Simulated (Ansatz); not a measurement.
Relaxation of the outer planes of the (100) surface of fcc Au in its 1x1 cell (the real clean face reconstructs), outermost plane spacing 2.08 Å in the ideal cut.

The numbers are results of PBE (plane waves to 420 eV, PAW; Ansatz, a first-principles code), not measurements.

Model: 6-atom slab, 10.4 Å thick at the start (thin: gaps and levels are the slab's own), 13x13x1 mesh, Fermi-Dirac 0.1 eV, dipole correction, all atoms relaxed; held to the start's symmetry, so lower structures may exist; no spin, no spin-orbit, no U.

| plane | atoms | bulk spacing to the next (Å) | relaxed spacing (Å) | change (%) | rumpling (Å) |
|---|---|---|---|---|---|
| 1 | Au | 2.079 | 2.046 | -1.6 | 0.00 |
| 2 | Au | 2.079 | 2.079 | 0.0 | 0.00 |
